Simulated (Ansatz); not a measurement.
## SnBr₄ (P2₁/c, No. 14)

All values below come from PBEsol (Ansatz, a first-principles code, PAW).

Run with plane-wave cutoff 500 eV, 4×6×4 k mesh (along the axes of the cell as run), gaussian smearing 0.02 eV, scalar-relativistic PAW data made under PBE.

Cell: relaxed at this level.

```yaml
volume_per_atom: 39.34 Å³/atom
band_gap: 2.55 eV (on the SCF k mesh)
```

Note: the relaxation could not lower the start's symmetry, so the cell can be a saddle point above a distorted one.

Spin–orbit coupling is not included.

The computed numbers hold no vibrational or temperature effects.
